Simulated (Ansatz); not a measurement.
Consider SrTiO₃ in the cubic perovskite structure (space group Pm-3m, No. 221).

```xyz
5
Lattice="3.8911 0.0000 0.0000 0.0000 3.8911 0.0000 0.0000 0.0000 3.8911" Properties=species:S:1:pos:R:3 pbc="T T T"
Sr     0.0000     0.0000     0.0000
Ti     1.9456     1.9456     1.9456
O      1.9456     0.0000     1.9456
O      0.0000     1.9456     1.9456
O      1.9456     1.9456     0.0000
```

Cartesian axes are those of the cell as printed.

Computed with PBEsol (Ansatz, an electronic-structure program), spin-orbit coupling left out.

It is then changed as follows: tensor shear ε_xy = +2.00 % (engineering shear γ = 0.0400), atoms relaxed at fixed cell.

Estimate the effect on the stress.

The stress (xx, yy, zz, yz, xz, xy; compression positive) comes out as (0.14, 0.14, 0.09, 0.00, 0.00, -4.59) GPa.

The cells carry an imposed strain or load. Stability against distortions was not tested. All final runs are without spin polarisation. Many cubic perovskites are stable only at high temperature; tilts and polar distortions were not tested.
